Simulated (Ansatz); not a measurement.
A computed series for ZrIr2: pressure series

Consider ZrIr2 in the cubic Laves (MgCu2 type) structure (space group Fd-3m, No. 227; a = 7.346 Å).

Cell and atoms are relaxed at each pressure.

Calculations: Kohn–Sham DFT with the PBEsol functional, run in Ansatz (a first-principles code) with PAW and 420 eV plane waves, scalar-relativistic without spin-orbit coupling.

```csv
P (GPa),V (Å³/atom)
-2.02,16.647
-1.02,16.583
0.30,16.502
0.70,16.478
1.49,16.431
3.00,16.342
5.00,16.229
7.51,16.094
10.01,15.964
```

A third-order Birch–Murnaghan fit to these points gives V₀ = 16.52 Å³/atom, B₀ = 270 GPa and B₀′ = 4.6. At pressure 10 GPa the volume is 96.6 % of V₀.

Load acts through the strain it causes; cell and atoms are relaxed under it. Stability against distortions was not tested. Competing high-pressure phases were not computed. The final runs are not spin-polarised.
